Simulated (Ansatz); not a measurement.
An Ansatz (a first-principles code) run: InAgTe2 with a change (pressure 9 GPa); Kohn–Sham DFT with the LDA functional, run in Ansatz with PAW and 420 eV plane waves, no SOC.

Input:

Ansatz 0.2 input:
```yaml
crystal:
  lattice:
    - [-3.0995370093, 3.0995370093, 6.1568600127]
    - [3.0995370093, -3.0995370093, 6.1568600127]
    - [3.0995370093, 3.0995370093, -6.1568600127]
  atoms:
    - { symbol: In, position: [0.5, 0.5, 0] }
    - { symbol: In, position: [0.25, 0.75, 0.5] }
    - { symbol: Te, position: [0.375, 0.3639018542, 0.4889018542] }
    - { symbol: Te, position: [0.6360981458, 0.125, 0.0110981458] }
    - { symbol: Te, position: [0.875, 0.8860981458, 0.5110981458] }
    - { symbol: Te, position: [0.1139018542, 0.625, 0.9889018542] }
    - { symbol: Ag, position: [0, 0, 0] }
    - { symbol: Ag, position: [0.75, 0.25, 0.5] }
basis: { ecutwfc: 420, ecutrho_ratio: 4, xc_grid: 2, fft_grid_basis: typed }
kpoints: { mp_grid: { grid: [7, 7, 7] } }
hamiltonian:
  xc: lda
  dispersion: none
  pseudopotentials: { kind: paw }
scf: { occupations: { method: fermi_dirac, width: 0.05 } }
relax: { f_tol: 0.01, max_steps: 60, cell: { stress_tol: 0.02, p_target: 9.0 } }
output: { forces: true, stress: true }
checkpoint: { write: state.ck, write_every: 1000 }
```

Output (explanatory and most iteration lines left out):

```
Relaxation: its limit of steps is 60 (relax.max_steps)
Pseudopotential: In, paw, valence charge 13
Pseudopotential: Te, paw, valence charge 16
Pseudopotential: Ag, paw, valence charge 19
Crystal: 8 atoms, lattice volume = 236.599 Å³
Basis set: ecut = 420 eV, 4613 PW (Γ), exchange–correlation on 108×108×108 points (8 copies of the dense FFT grid, shifted against one another)
Bands: 77, of which v1, the nominal top of the filled ones, is band 64 counted from 1 (63 counted from 0)
Symmetry: 8 space group operations
Space group: I-42d (ITA 122), of the structure as read, at distance tolerance 6.2e-5 Å
k-points: 40 of 343 (time reversal used)
Functional: x = slater, c = lda
SCF iter   1: F=—  HF=-53140.850901 eV  |F-HF|=—  |Δ(HF+E_count)|=         —  Δρ=6.91e-3  dr2=7.44e-2  ethr=1.77e-3  ⟨swp⟩=6.5  Hψ=11907  notcnv=0  defer=54
SCF iter   2: F=—  HF=-53140.828710 eV  |F-HF|=—  |Δ(HF+E_count)|=   2.22e-2  Δρ=2.73e-3  dr2=8.01e-3  ethr=5.81e-5  ⟨swp⟩=2.0  Hψ=6347  notcnv=0  defer=206
SCF 1 converged in 7 iterations: F = -53140.826935 eV  dr2 = 5.83e-8
relax step   1: F+E_penalty+E_count = -53140.82693534 eV  Δ(F+E_penalty+E_count) = +0.000e0 eV  max|allowed force component| = 5.319e-5 eV/Å  Δτ_max = 0.0000 Å  P = +4.518 GPa  Ω = 236.599 Å³  (7 SCF iters, dr2 threshold 1.00e-7 eV, accepted)
[... steps on the carried basis left out ...]
relax step   6: F+E_penalty+E_count = -53140.29948057 eV  Δ(F+E_penalty+E_count) = +2.608e-3 eV  max|allowed force component| = 2.058e-4 eV/Å  Δτ_max = 0.0000 Å  P = +8.999 GPa  Ω = 223.883 Å³  stress off target by 5.14e-3 GPa  SCF on the basis re-selected at this cell (its energy is not comparable with the rows above)  (7 SCF iters)
SCF converged after 7 iterations
Free energy (F): -53140.299481 eV
Internal energy: -53140.299384 eV  (E = F + TS)
E sigma→0 (E₀):  -53140.299432 eV
Entropy (-TS):   -0.000096 eV (-0.012 meV/atom)
Fermi energy:    10.318517 eV
--- Forces (eV/Å), atoms counted from 1 ---
  atom   1  In     0.00000000     0.00000000     0.00000000
  atom   2  In     0.00000000    -0.00000000     0.00000000
  atom   3  Te    -0.00020584     0.00000000    -0.00000000
  atom   4  Te    -0.00000000     0.00020584    -0.00000000
  atom   5  Te     0.00020584     0.00000000    -0.00000000
  atom   6  Te    -0.00000000    -0.00020584    -0.00000000
  atom   7  Ag     0.00000000    -0.00000000     0.00000000
  atom   8  Ag     0.00000000     0.00000000     0.00000000
--- Stress (GPa, compression-positive) ---
        9.000392       0.000000      -0.000000
        0.000000       9.000392      -0.000000
        0.000000      -0.000000       8.994861
  P = ⅓ Tr σ = 8.9985 GPa (89.985 kbar)
--- Relaxed structure (5 steps of the walk, 4 accepted, 1 SCFs on fresh bases) ---
  cell:  # Å, volume = 223.8833 Å³
    - [-3.045361454831493, 3.045361454831493, 6.035094822180581]
    - [3.045361454831493, -3.045361454831493, 6.035094822180581]
    - [3.045361454831493, 3.045361454831493, -6.035094822180581]
  atoms:
    - { symbol: In, position: [0.49999999999999994, 0.49999999999999994, -4.2699570161865495e-24] }
    - { symbol: In, position: [0.25, 0.75, 0.5] }
    - { symbol: Te, position: [0.375, 0.3634963746959119, 0.4884963746959119] }
    - { symbol: Te, position: [0.6365036253040881, 0.12499999999999994, 0.01150362530408816] }
    - { symbol: Te, position: [0.8749999999999999, 0.8865036253040881, 0.5115036253040881] }
    - { symbol: Te, position: [0.11349637469591202, 0.6250000000000003, 0.9884963746959121] }
    - { symbol: Ag, position: [-4.26995701643235e-24, 1.6618356149670135e-34, -4.2699570162786296e-24] }
    - { symbol: Ag, position: [0.75, 0.25, 0.5] }
```

Spin-orbit coupling, missing from the scalar runs, can matter with Te. Load acts through the strain it causes; cell and atoms are relaxed under it. Whether these cells are dynamically stable was not tested. No other phases were tried under pressure. The cell was made from InAgTe₂ in the chalcopyrite structure (space group I-42d, No. 122) by this change: pressure 9 GPa.
